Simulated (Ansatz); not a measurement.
Seebeck coefficient (μV/K, mean over directions) of p-type BP (F-43m) against carrier density, HSE06 with spin-orbit coupling, rigid bands (Ansatz, an electronic-structure program). Computed gap 1.93 eV; densities at which minority carriers matter at this gap, or further valleys turn the trend, are left out. Conductivity mass 0.41 mₑ (harmonic mean over directions), N_v = 2.2e19 cm⁻³ at 300 K.

| hole density | 300 K | 500 K |
|---|---|---|
| 1e16 cm⁻³ | 908 | 979 |
| 1e17 cm⁻³ | … | 781 |
| 1e18 cm⁻³ | 511 | 583 |
| 3e18 cm⁻³ | 418 | 488 |
| 1e19 cm⁻³ | 317 | 386 |
| 3e19 cm⁻³ | 229 | … |
| 1e20 cm⁻³ | 142 | … |
| 3e20 cm⁻³ | 78 | 120 |
| 1e21 cm⁻³ | 36 | 59 |

### Question
Some entries are withheld; supply them.

### Answer

- 1e17 cm⁻³, 300 K: 709
- 3e19 cm⁻³, 500 K: 294
- 1e20 cm⁻³, 500 K: 198

Rigid bands with a gap fixed in temperature, one relaxation time for all states, no polarons or phonon drag, and whether or not such doping can be reached. Geometry: cell and atoms relaxed with PBEsol.
